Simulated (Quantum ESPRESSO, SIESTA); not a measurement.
A Quantum ESPRESSO input for a self-consistent single point of WBr6 (P1, 7 atoms in the cell) (DFT, LDA (PW92), plane waves, PseudoDojo standard norm-conserving (LDA) pseudopotentials):

```fortran
&CONTROL
   calculation = 'scf'
   prefix = 'pwscf'
   outdir = './work'
   pseudo_dir = './'
   tprnfor = .true.
   tstress = .true.
/
&SYSTEM
   ibrav = 0
   nat = 7
   ntyp = 2
   ecutwfc = 70
   occupations = 'smearing'
   smearing = 'fermi-dirac'
   degauss = 0.000734986
/
&ELECTRONS
   conv_thr = 1.0e-11
   mixing_beta = 0.3
/
ATOMIC_SPECIES
W    183.8400  W.upf
Br    79.9040  Br.upf
CELL_PARAMETERS {angstrom}
   3.28023500     1.89384500     5.96551000
  -3.28023500     1.89384500     5.96551000
   0.00000000    -3.78768900     5.96551000
ATOMIC_POSITIONS {crystal}
W    -0.01443300    0.00485700    0.00610200
Br    0.23890300    0.61540800    0.91843700
Br    0.78106600    0.38091500    0.07910800
Br    0.91921400    0.21942100    0.61602400
Br    0.07573100    0.78110700    0.37338900
Br    0.61725700    0.90285600    0.23442400
Br    0.38226200    0.09543500    0.77251600
K_POINTS {automatic}
3 3 3  0 0 0
```

Problem. Write the same calculation as an input for SIESTA.

Solution. One input that does it (others would too):

```
# files in the folder: W.psml Br.psml (PseudoDojo LDA standard)
SystemName  WBr6
SystemLabel WBr6

NumberOfAtoms                7
NumberOfSpecies              2
%block ChemicalSpeciesLabel
  1 74 W
  2 35 Br
%endblock ChemicalSpeciesLabel
LatticeConstant              1.0 Bohr
%block LatticeVectors
     6.198745774    3.578848372   11.273180094
    -6.198745774    3.578848372   11.273180094
     0.000000000   -7.157694855   11.273180094
%endblock LatticeVectors
AtomicCoordinatesFormat      Bohr
%block AtomicCoordinatesAndAtomicSpecies
    -0.119573806   -0.077947306   -0.039163028  1
    -2.333858778   -3.516442258   19.984507465  2
     2.480434320    3.592322886   13.991019809  2
     4.337838902   -0.334309799   19.780586910  2
    -4.372446499    0.393888757   13.868570527  2
    -1.770355594    3.762318477   19.779211582  2
     1.777967654   -3.819828668   14.093876305  2
%endblock AtomicCoordinatesAndAtomicSpecies

XC.functional                LDA
XC.authors                   PW92
PAO.BasisSize                DZP
PAO.EnergyShift              0.01 Ry
MeshCutoff                   350 Ry
%block kgrid.MonkhorstPack
    3   0   0  0.0
    0   3   0  0.0
    0   0   3  0.0
%endblock kgrid.MonkhorstPack
OccupationFunction           FD
ElectronicTemperature        10.0 meV

MaxSCFIterations             150
SCF.Mixer.Method             Pulay
SCF.Mixer.Weight             0.2
SCF.Mixer.History            8
SCF.DM.Tolerance             1.0E-04
Diag.ParallelOverK           true
WriteForces                  true
```

Basis, cutoffs, solver keys and any potentials are the target program's own. This input uses DFT, LDA PW92, numerical atomic orbitals DZP, PseudoDojo LDA standard norm-conserving potentials (rewritten from UPF to PSML). LDA parametrisations can differ slightly between programs.

The starting cell comes from a database of computed structures (which also holds hypothetical and non-ambient phases and stackings), without a prior relaxation at this level. For this run, on top of that: atoms moved at random.
